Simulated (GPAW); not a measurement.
Input and output of a self-consistent single point for VOF3 (C2, 10 atoms in the cell) (GPAW).

Method of the run: vdW-DF2, GPAW PAW datasets PBE (gpaw-data 1.0.1) (plane waves; GPAW).

```
CELL_PARAMETERS angstrom
      4.71914    -2.89276     0.00000
      4.71914     2.89276     0.00000
     -0.15273     0.00000     4.86700
ATOMIC_POSITIONS crystal
  V  0.66884 0.33116 0.50000
  V  0.36319 0.63681 0.00000
  O  0.67418 0.50618 0.20672
  O  0.49382 0.32582 0.79328
  F  0.73906 0.01880 0.36710
  F  0.98120 0.26094 0.63290
  F  0.51006 0.71932 0.68996
  F  0.28068 0.48994 0.31004
  F  0.27740 0.96776 0.10287
  F  0.03224 0.72260 0.89713
```

Reference input (self-consistent single point, DFT LDA (Perdew-Wang 92), plane waves, GPAW PAW datasets LDA (gpaw-data 1.0.1)): mode = pw; ecut = 950 eV; xc = LDA; kpts = 3 3 3; mesh shift (steps) = 0 0 0; occupations.name = methfessel-paxton; occupations.width = 0.05 eV; occupations.order = 0; nbands = -6; convergence.forces = 0.001 eV/Å; convergence.bands = -4; symmetry.symmorphic = false. This run's input differs from it in these lines:

```diff
@@ -21,3 +21,3 @@
 calc = GPAW(mode=PW(950),
-            xc='LDA',
+            xc={'name': 'vdW-DF2', 'backend': 'libvdwxc'},
             kpts=(3, 3, 3),
```

Its files differ too (potentials: GPAW PAW datasets PBE (gpaw-data 1.0.1)).

Log, with long lists cut:

```
     iter     time        total  log10-change:
                         energy   eigst   dens  force
iter:   1 --:--:--  -285.090613   +0.58
iter:   2 --:--:--  -279.897519   -0.49  -1.06
iter:   3 --:--:--  -276.846966   +0.59  -1.12
iter:   4 --:--:--  -271.911043   -0.93  -1.21
iter:   5 --:--:--  -271.686441   -1.08  -1.49
iter:   6 --:--:--  -271.080822   -1.25  -1.50
iter:   7 --:--:--  -271.048619   -1.05  -1.72
iter:   8 --:--:--  -271.342972   -1.16  -1.91
iter:   9 --:--:--  -270.969960   -1.26  -1.86
iter:  10 --:--:--  -270.992713   -1.88  -2.18
iter:  11 --:--:--  -270.957562c  -1.72  -2.15
   [... lines left out ...]
   [... 6 lines left out ...]
iter:  24 --:--:--  -270.931705c  -4.83  -3.60
iter:  25 --:--:--  -270.931660c  -5.07  -3.69
iter:  26 --:--:--  -270.931655c  -5.92  -3.85
iter:  27 --:--:--  -270.931659c  -6.16  -3.88
iter:  28 --:--:--  -270.931662c  -6.16  -4.02c
iter:  29 --:--:--  -270.931653c  -5.78  -4.13c
iter:  30 --:--:--  -270.931653c  -6.51  -4.59c
iter:  31 --:--:--  -270.931653c  -7.25  -4.68c
iter:  32 --:--:--  -270.931653c  -7.01  -4.72c
iter:  33 --:--:--  -270.931653c  -7.39  -4.90c
iter:  34 --:--:--  -270.931653c  -8.15c -5.04c
iter:  35 --:--:--  -270.931653c  -8.17c -5.08c -3.38c
Converged after 35 iterations.

Dipole moment: (0.000000, 1.647177, -0.000000) |e|*Ang

Energy contributions relative to reference atoms: (reference = -72007.180438)

Kinetic:       +119.566823
Potential:     -126.484585
External:        +0.000000
XC:            -264.408571
Entropy (-ST):   -0.000000
Local:           +0.394680
SIC:             +0.000000
--------------------------
Free energy:   -270.931653
Extrapolated:  -270.931653

Non-local vdW-DF2 correlation energy: 10.724096
Semilocal GGA_X_RPW86+LDA_C_PW energy: -877.378781
(Not including atomic contributions)
Showing only first 2 kpts
 Kpt  Band  Eigenvalues  Occupancy
  0    38     -1.62985    2.00000
  0    39     -1.22331    2.00000
  0    40      1.07339    0.00000
  0    41      1.09996    0.00000

  1    38     -1.71544    2.00000
  1    39     -1.30650    2.00000
   [... lines left out ...]
Fermi level: 0.32336
Gap: 2.190 eV
Direct gap: 2.297 eV
   [... lines left out ...]
  4 F    -0.85754   -0.83515   -0.56657
  5 F     0.85754   -0.83515    0.56657
  6 F     0.86972    0.34109   -0.55241
  7 F    -0.86972    0.34109    0.55241
  8 F     0.99991    1.04777    0.33934
  9 F    -0.99991    1.04777   -0.33934

Stress tensor:
    -0.047295     0.000000    -0.001429
     0.000000    -0.053716     0.000000
    -0.001429     0.000000    -0.055238
Stress (GPa, Voigt): [-7.5776 -8.6062 -8.8501  0.     -0.229   0.    ]
```

The run converged in 35 iterations. GPAW prints stress with tension positive. Against the reference run the largest force goes from 0.744 to 1.488 eV/Å and the gap on the mesh goes from 2.211 to 2.190 eV.

At such cutoffs GPAW's stress carries a finite-basis (Pulay) error, which enters relaxed cells too; its log prints stress with tension positive.

The starting cell comes from a database of computed structures (which also holds hypothetical and non-ambient phases and stackings), without a prior relaxation at this level. Its lattice was rescaled by a random factor within 2.5 % of one. Forces in this geometry exceed 1 eV/Å.

Cost on one core of a shared machine: roughly 4 min.
